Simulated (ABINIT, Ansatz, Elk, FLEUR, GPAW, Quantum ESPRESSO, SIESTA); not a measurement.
## One structure in several programs: In (I4/mmm, 1 atom in the cell)

Self-consistent single point, at a second geometry (lattice scaled by 0.98). First geometry:

```yaml
crystal:
  lattice:
    - [-1.62500, 1.62500, 2.47500]
    - [1.62500, -1.62500, 2.47500]
    - [1.62500, 1.62500, -2.47500]
  atoms:
    - { symbol: In, position: [0.00000, 0.00000, 0.00000] }
```

Shared settings, as Ansatz (a program for electronic structure) writes them: kpoints.mp_grid.grid = 15 15 15; scf.occupations.method = fermi_dirac; scf.occupations.width = 0.1 eV. Potentials and cutoffs stand in the table.

| code | model | ΔF from the first geometry (meV/atom) | pressure (GPa) | cutoff |
|---|---|---|---|---|
| Quantum ESPRESSO | PBE, PSlibrary ultrasoft (PBE) pseudopotentials | 35.0 | 3.50 | 50 Ry |
| FLEUR | PBE, all-electron FLAPW (FLEUR), scalar-relativistic valence | 34.1 | – | Kmax 3.8 1/bohr |
| ABINIT | PBE, norm-conserving pseudopotentials (PseudoDojo nc-sr-05 PBE standard) | 33.4 | 5.17 | 35 Ha |
| SIESTA | GGA PBE, numerical atomic orbitals DZP, PseudoDojo PBE standard norm-conserving potentials (rewritten from UPF to PSML) | 23.4 | 4.16 | grid 300 Ry |
| GPAW | PBE, GPAW PAW datasets PBE (gpaw-data 1.0.1) | 30.7 | 4.80 | 600 eV |
| Ansatz | PBE, default PAW files | 33.9 | 5.18 | 420 eV |
| Elk | PBE, all-electron FP-LAPW, Elk's shipped species files, default APW+lo basis | 30.8 | – | rgkmax 7 |

For Quantum ESPRESSO (by 1.8 GPa) the energy change implies a higher mean pressure, against the two pressures, than for the other programs: a sign of finite-basis (Pulay) stress.

A dash marks a value that a program does not give, or that is left out as unsure.

The spread over the programs that give each value: ΔF from the first geometry within 11.6 meV/atom; pressure within 1.68 GPa.

SIESTA uses small atom-centred bases, whose incompleteness enters pressures, forces and empty levels differently from a plane-wave cutoff. FLEUR and Elk treat all electrons, but the usual bases taken here (sphere radii, linearisation, local orbitals, empty states) were not tested for convergence, so the values are no reference for the others. Ansatz's pressure is given at a fixed set of plane waves, as the other plane-wave codes print theirs; with its correction for the finite basis it is 5.22 GPa. In the pressure, Quantum ESPRESSO (by 1.48) lies more than 1 GPa from the median of the plane-wave programs.

The starting cell has typed, rounded lattice constants, without a prior relaxation at this level. For this run, on top of that: lattice scaled by 0.98.

Keys are those of Ansatz 0.2.
